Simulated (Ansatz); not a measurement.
Consider CoSi2 (space group Fm-3m, No. 225; a = 5.3153 Å; not spin-polarised; relaxed with 0.1 eV smearing).

The values are results of Kohn–Sham DFT with the r2SCAN functional, run in Ansatz (a quantum-chemistry and plane-wave program) with PAW and 500 eV plane waves, no spin-orbit coupling, earlier PAW set, not measurements.

For the base:

```
Property    Value
--------  -------
Pressure  0.0 GPa
```

One thing is altered: every lattice vector is shortened by 5.30 %; the atoms relax in the strained cell.

### Question
Predict the new energy relative to the base and pressure.

### Answer
The energy increases by 0.235 eV/atom; the pressure goes from zero to 46.1 GPa.

No phonon test of stability was made. Starting moments died away, wholly or in part, for the base; another magnetic solution may exist. All final runs are without spin polarisation. An odd electron count without spin: CoSi2.
